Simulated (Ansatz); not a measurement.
Base system: Ti in the hcp (Mg type) structure (space group P6_3/mmc, No. 194; a = 2.940 Å, c = 4.654 Å; relaxed with 0.1 eV smearing). Axes: x lies along a and z along c of the hexagonal cell.

All numbers come from PBE/PAW in Ansatz (a quantum-chemistry and plane-wave program), no spin-orbit coupling.

Before the change:

The pressure comes out as 0.0 GPa.

Perturbation: the cell is compressed by 2.50 % along z with no lateral relaxation; the atoms relax in the strained cell.

**Question.** How does this affect the pressure?

**Answer.** The pressure (mean of the normal stresses, compression positive) goes from zero to 3.0 GPa.

**Question.** Estimate the effect on the energy relative to the base.

**Answer.** The energy rises by 6.6 meV/atom.

No phonon test of stability was made. All final runs are without spin polarisation.
